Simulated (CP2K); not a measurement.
**CP2K run on NiSi2 (Fm-3m, 3 atoms in the cell): self-consistent single point**

Method of the run: PBE, GPW, DZVP-MOLOPT-SR-GTH basis, GTH-PBE potentials (GTH_POTENTIALS) (CP2K).

This input was run:

```
&GLOBAL
  PROJECT run
  RUN_TYPE ENERGY_FORCE
  PRINT_LEVEL LOW
&END GLOBAL
&FORCE_EVAL
  METHOD Quickstep
  STRESS_TENSOR ANALYTICAL
  &DFT
    BASIS_SET_FILE_NAME BASIS_MOLOPT
    POTENTIAL_FILE_NAME GTH_POTENTIALS
    &QS
      METHOD GPW
      EPS_DEFAULT 1E-11
    &END QS
    &MGRID
      CUTOFF 600
      REL_CUTOFF 40
      NGRIDS 5
    &END MGRID
    &SCF
      SCF_GUESS ATOMIC
      EPS_SCF 1E-7
      MAX_SCF 100
      ADDED_MOS 5
      &DIAGONALIZATION
        ALGORITHM STANDARD
      &END DIAGONALIZATION
      &MIXING
        METHOD BROYDEN_MIXING
        ALPHA 0.2
        NBUFFER 12
      &END MIXING
      &SMEAR ON
        METHOD GAUSSIAN
        SIGMA [eV] 0.136
      &END SMEAR
    &END SCF
    &KPOINTS
      SCHEME MONKHORST-PACK 9 9 9
    &END KPOINTS
    &XC
      &XC_FUNCTIONAL PBE
      &END XC_FUNCTIONAL
    &END XC
    &PRINT
      &MO
        EIGENVALUES T
        OCCUPATION_NUMBERS T
        NDIGITS 8
        FILENAME mo
        &EACH
          QS_SCF 0
        &END EACH
        ADD_LAST NUMERIC
      &END MO
      &MULLIKEN OFF
      &END MULLIKEN
    &END PRINT
  &END DFT
  &SUBSYS
    &CELL
      A 3.77457000 0.00000000 0.00000000
      B 1.88728500 3.26887300 0.00000000
      C 1.88728500 1.08962400 3.08192300
      PERIODIC XYZ
    &END CELL
    &COORD
      Si       1.88728500     1.08962425     0.77048075
      Si       5.66185500     3.26887275     2.31144225
      Ni       0.00000000     0.00000000     0.00000000
    &END COORD
    &KIND Si
      BASIS_SET DZVP-MOLOPT-SR-GTH-q4
      POTENTIAL GTH-PBE-q4
    &END KIND
    &KIND Ni
      BASIS_SET DZVP-MOLOPT-SR-GTH-q18
      POTENTIAL GTH-PBE-q18
    &END KIND
  &END SUBSYS
  &PRINT
    &FORCES ON
    &END FORCES
    &STRESS_TENSOR ON
    &END STRESS_TENSOR
  &END PRINT
&END FORCE_EVAL
```

Log, with long lists cut:

```
 GLOBAL| Method name                                                        CP2K
 GLOBAL| Project name                                                        run
 GLOBAL| Run type                                                   ENERGY_FORCE

 TOTAL NUMBERS AND MAXIMUM NUMBERS

  Total number of            - Atomic kinds:                                   2
                             - Atoms:                                          3
                             - Shell sets:                                     3
                             - Shells:                                        18
                             - Primitive Cartesian functions:                 14
                             - Cartesian basis functions:                     59
                             - Spherical basis functions:                     52

  Maximum angular momentum of- Orbital basis functions:                        3
                             - Local part of the GTH pseudopotential:          2
                             - Non-local part of the GTH pseudopotential:      3

 SCF PARAMETERS         Density guess:                                    ATOMIC
                        max_scf:                                             100
                        max_diis:                                              4
                        eps_scf:                                        1.00E-07
                        eps_diis:                                       1.00E-01
                        eps_eigval:                                     1.00E-05
                        level_shift [a.u.]:                             0.000000
                        added MOs                                         5    0
                        Mixing method:                            BROYDEN_MIXING
                                                charge density mixing in g-space
                        Smear method:                                   GAUSSIAN
                        Smearing width (sigma) [a.u.]:                  5.00E-03
                        Accuracy threshold:                             1.00E-10
                        No outer SCF

 Extrapolation method: initial_guess

 Number of electrons:                                                         26
 Number of occupied orbitals:                                                 13
 Number of molecular orbitals:                                                18

 Number of orbital functions:                                                 52
 Number of independent orbital functions:                                     52

 SCF WAVEFUNCTION OPTIMIZATION

  Step     Update method      Time    Convergence         Total energy    Change
     1 NoMix/Diag. 0.20E+00      -     1.39363570      -178.0347293378 -1.78E+02
     2 Broy./Diag. 0.20E+00      -     0.19208652      -173.6361695463  4.40E+00
     3 Broy./Diag. 0.20E+00      -     0.05258394      -179.1776862871 -5.54E+00
     4 Broy./Diag. 0.20E+00      -     0.06117666      -177.2298726190  1.95E+00
     5 Broy./Diag. 0.20E+00      -     0.02566167      -177.9709428382 -7.41E-01
     6 Broy./Diag. 0.20E+00      -     0.00451978      -177.2083225583  7.63E-01
     7 Broy./Diag. 0.20E+00      -     0.00612595      -177.3491833186 -1.41E-01
     8 Broy./Diag. 0.20E+00      -     0.00036085      -177.2020735212  1.47E-01
     9 Broy./Diag. 0.20E+00      -     0.00012455      -177.2123743733 -1.03E-02
    10 Broy./Diag. 0.20E+00      -     0.00004104      -177.2125967531 -2.22E-04
    11 Broy./Diag. 0.20E+00      -     0.00000286      -177.2136041553 -1.01E-03
    12 Broy./Diag. 0.20E+00      -     0.00000501      -177.2136413464 -3.72E-05
    13 Broy./Diag. 0.20E+00      -     0.00000005      -177.2137101928 -6.88E-05

  *** SCF run converged in    13 steps ***

  Electronic density on regular grids:        -25.9999999976        0.0000000024
  Core density on regular grids:               25.9999999998       -0.0000000002
  Total charge density on r-space grids:        0.0000000022
  Total charge density g-space grids:           0.0000000022

  Overlap energy of the core charge distribution:               0.00000000000105
  Self energy of the core charge distribution:               -281.65516352695784
  Core Hamiltonian energy:                                     77.48376411327826
  Hartree energy:                                              46.45982355694566
  Exchange-correlation energy:                                -19.50175324137786
  Smearing free energy correction:                             -0.00038109462435
  Fermi energy:                                                 0.42227074915797

  Total energy:                                              -177.21371019277248
  Total energy (extrapolated to sigma->0):                   -177.21351964546031

 ENERGY| Total FORCE_EVAL ( QS ) energy [hartree]           -177.213708253151196

 FORCES| Atomic forces [hartree/bohr]
 FORCES|   Atom     x               y               z               |f|
 FORCES|      1  2.62082155E-07  1.35148469E-07  8.46869404E-08   3.06796419E-07
 FORCES|      2 -2.62082174E-07 -1.36385565E-07 -8.42091083E-08   3.07212080E-07
 FORCES|      3  2.45871924E-14  1.23652540E-09 -4.81195650E-10   1.32685505E-09
 FORCES| Sum     6.31903635E-15 -5.70087032E-13 -3.36357512E-12
 FORCES| Total atomic force                                       3.41155049E-12

 STRESS| Analytical stress tensor [bar]
 STRESS|                        x                   y                   z
 STRESS|      x        1.04658616952E+05  -1.34838653416E+01  -9.53452762273E+00
 STRESS|      y       -1.34838653416E+01   1.04674351016E+05  -5.54407512255E+00
 STRESS|      z       -9.53452762273E+00  -5.54407512255E+00   1.04678404061E+05
 STRESS| 1/3 Trace                                             1.04670457343E+05
```

The run converged in 13 iterations.

The starting cell has typed, rounded lattice constants, without a prior relaxation at this level. Its lattice was rescaled by a random factor within 2.5 % of one. Spin polarisation is off. Values carry the incompleteness of an atom-centred basis. With a pressure of about 10 GPa the cell is away from its equilibrium volume at this level.

Cost on one core of a shared machine: roughly 70 s.
